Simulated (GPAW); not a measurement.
Input and output of a self-consistent single point for LaInPt4 (F-43m, 6 atoms in the cell) (GPAW).

Computed with LDA (Perdew-Wang 92), GPAW PAW datasets LDA (gpaw-data 1.0.1) (plane waves; GPAW 25.7.0).

```xyz
6
Lattice="0.0000 3.8512 3.8512 3.8512 0.0000 3.8512 3.8512 3.8512 0.0000" Properties=species:S:1:pos:R:3 pbc="T T T"
La     0.0000     0.0000     0.0000
In     5.7768     5.7768     5.7768
Pt     2.8940     2.8940     2.8940
Pt     2.8940     4.8085     4.8085
Pt     4.8085     4.8085     2.8940
Pt     4.8085     2.8940     4.8085
```

Reference input (self-consistent single point, DFT LDA (Perdew-Wang 92), plane waves, GPAW PAW datasets LDA (gpaw-data 1.0.1)): mode = pw; ecut = 800 eV; xc = LDA; kpts = 4 4 4; mesh shift (steps) = 0 0 0; occupations.name = fermi-dirac; occupations.width = 0.1 eV; nbands = -14; convergence.density = 1e-05 e/electron; convergence.energy = 1e-05 eV/electron; symmetry.symmorphic = false; symmetry.tolerance = 0.0005. This run's input differs from it in these lines:

```diff
@@ -19,3 +19,3 @@
             kpts={'size': (4, 4, 4), 'gamma': True},
-            occupations={'name': 'fermi-dirac', 'width': 0.1},
+            occupations={'name': 'fermi-dirac', 'width': 0.025},
             nbands=-14,
```

Output (repeated stretches shortened):

```
     iter     time        total  log10-change:
                         energy   eigst   dens
iter:   1 --:--:--   -48.547386
iter:   2 --:--:--   -47.582812   -1.13  -1.34
iter:   3 --:--:--   -46.203321   -1.53  -1.39
iter:   4 --:--:--   -45.579430   -1.41  -1.53
iter:   5 --:--:--   -45.356847   -1.77  -1.75
   [... 3 lines left out ...]
iter:   9 --:--:--   -45.294939   -4.33  -2.73
iter:  10 --:--:--   -45.296890   -3.80  -2.85
iter:  11 --:--:--   -45.294309   -4.16  -2.97
iter:  12 --:--:--   -45.294283   -5.52  -3.46
iter:  13 --:--:--   -45.294327c  -4.83  -3.48
iter:  14 --:--:--   -45.294200c  -5.55  -3.63
iter:  15 --:--:--   -45.294194c  -6.81  -3.77
iter:  16 --:--:--   -45.294199c  -6.10  -3.79
iter:  17 --:--:--   -45.294160c  -5.70  -3.87
iter:  18 --:--:--   -45.294152c  -6.93  -3.96
iter:  19 --:--:--   -45.294147c  -6.98  -4.12
iter:  20 --:--:--   -45.294146c  -7.01  -4.30
iter:  21 --:--:--   -45.294146c  -7.72c -4.41
iter:  22 --:--:--   -45.294146c  -7.18  -4.52
iter:  23 --:--:--   -45.294146c  -7.89c -4.74
iter:  24 --:--:--   -45.294145c  -8.43c -4.81
iter:  25 --:--:--   -45.294145c  -8.12c -5.02c
Converged after 25 iterations.

Dipole moment: (12.752452, 12.752452, 12.752452) |e|*Ang

Energy contributions relative to reference atoms: (reference = -2391159.908808)

Kinetic:        -19.553645
Potential:      +13.996799
External:        +0.000000
XC:             -37.023624
Entropy (-ST):   -0.012146
Local:           -2.707601
SIC:             +0.000000
--------------------------
Free energy:    -45.300219
Extrapolated:   -45.294145

Showing only first 2 kpts
 Kpt  Band  Eigenvalues  Occupancy
  0    42     10.30546    2.00000
  0    43     11.44949    0.00000
  0    44     11.44949    0.00000
  0    45     11.44949    0.00000

  1    42      9.78262    2.00000
  1    43     10.07631    2.00000
  1    44     11.97453    0.00000
  1    45     11.97453    0.00000

Fermi level: 11.02520

No gap
   [... lines left out ...]
  0 La    0.00000   -0.00000    0.00000
  1 In    0.00000   -0.00000    0.00000
  2 Pt    0.02824    0.02824    0.02824
  3 Pt    0.02824   -0.02824   -0.02824
  4 Pt   -0.02824   -0.02824    0.02824
  5 Pt   -0.02824    0.02824   -0.02824

Stress tensor:
     0.049952     0.000000    -0.000000
     0.000000     0.049952    -0.000000
    -0.000000    -0.000000     0.049952
Stress (GPa, Voigt): [ 8.0031  8.0031  8.0031 -0.     -0.      0.    ]
```

The run converged in 25 iterations. GPAW prints stress with tension positive. Against the reference run the free energy rises by 7.6 meV/atom, the pressure hardly changes (-7.95 to -8.00 GPa) and the largest force goes from 0.043 to 0.049 eV/Å.

The starting cell comes from a database of computed structures (which also holds hypothetical and non-ambient phases and stackings), without a prior relaxation at this level. Spin polarisation is off. With a pressure of about -8 GPa the cell is away from its equilibrium volume at this level.

Cost on one core of a shared machine: roughly 80 s.
